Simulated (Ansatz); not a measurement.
System: MgH2 (Pbcn, No. 60; start mp-569051; another space group than a measured phase of this formula). Method: G0W0@PBEsol in Ansatz (plane waves, hard PAW, contour deformation).

The cell is the one relaxed with PBEsol. Conventional cell: a = 4.4783 Å, b = 5.3903 Å, c = 4.8938 Å, α = 90.00°, β = 90.00°, γ = 90.00°.

The quasiparticle gap at Γ at a fixed k mesh 2×2×2:

```
response cutoff           value (eV)
------------------------  ----------
150 eV, 905 empty bands        5.499
200 eV, 1394 empty bands       5.544
250 eV, 1948 empty bands       5.568
300 eV, 2561 empty bands       5.584
```

Problem. Taking the value to converge with the response cutoff E as E^(−3/2), extrapolate from the last two rows.

Solution. With y = y∞ + c/w and weights w = 3953 and 5196 for the last two rows, y∞ = (w2 y2 − w1 y1)/(w2 − w1) = (5196 × 5.584 − 3953 × 5.568)/1243 = 5.635 eV, which lies 0.051 beyond the last row. Successive pairs of rows give 5.627, 5.628, 5.635. The limit also hangs on the law assumed, so its last digits aren't firm.

The other settings are not extrapolated, so this is the limit in one setting alone.

A start named mp-… is a Materials Project structure, which can be a computed phase never made.

Ansatz is a first-principles code.
